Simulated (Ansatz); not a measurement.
System: SnS (Cmcm, No. 63, 4 atoms in the cell; start mp-1379; a measured phase of this formula has another space group). Method: PBEsol (PAW; Ansatz, a quantum-chemistry and plane-wave program).

Settings: plane-wave cutoff 500 eV, 12×12×8 k mesh (along the axes of the cell as run), gaussian smearing 0.02 eV, scalar-relativistic PAW data made under PBE.

Cell (relaxed at this level):

```xyz
4
Lattice="1.8611 -5.6029 0.0000 1.8611 5.6029 0.0000 0.0000 0.0000 5.6538" Properties=species:S:1:pos:R:3 pbc="T T T"
Sn     1.8611     3.9439     4.2404
Sn     1.8611    -3.9439     1.4135
S      1.8611    -3.4505     4.2404
S      1.8611     3.4505     1.4135
```

Problem. Give the computed band gap.

Solution. 
- band gap = 0.52 eV (on the SCF k mesh)

Note: the relaxation could not lower the start's symmetry, so the cell can be a saddle point above a distorted one; the cell has widely spaced layers and the level no dispersion term, so their spacing and the moduli can rest on weak binding.

Spin–orbit coupling is not included.

Cost on a shared machine: roughly 4 core-minutes.

A start named mp-… is a Materials Project structure, which need not be a measured phase.
